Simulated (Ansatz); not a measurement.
## Ta3Sb in the A15 (Cr3Si type) structure (space group Pm-3n, No. 223)

```
CELL_PARAMETERS angstrom
      5.23881     0.00000     0.00000
      0.00000     5.23881     0.00000
      0.00000     0.00000     5.23881
ATOMIC_POSITIONS crystal
  Ta 0.25000 0.00000 0.50000
  Ta 0.75000 0.00000 0.50000
  Ta 0.50000 0.75000 0.00000
  Ta 0.50000 0.25000 0.00000
  Ta 0.00000 0.50000 0.75000
  Ta 0.00000 0.50000 0.25000
  Sb 0.00000 0.00000 0.00000
  Sb 0.50000 0.50000 0.50000
```

Computed with PBEsol (Ansatz, a program for electronic structure, PAW, no spin-orbit coupling). k-mesh 9×9×9 (Γ-centred); smearing 0.05 eV (Fermi–Dirac).

```yaml
volume_per_atom: 17.97 Å³
density: 15.35 g/cm³
band_gap: zero
total_energy: -8957.048 eV/atom (σ→0; compares only within this code and set-up)
```

No phonon test of stability was made. The final runs are not spin-polarised.
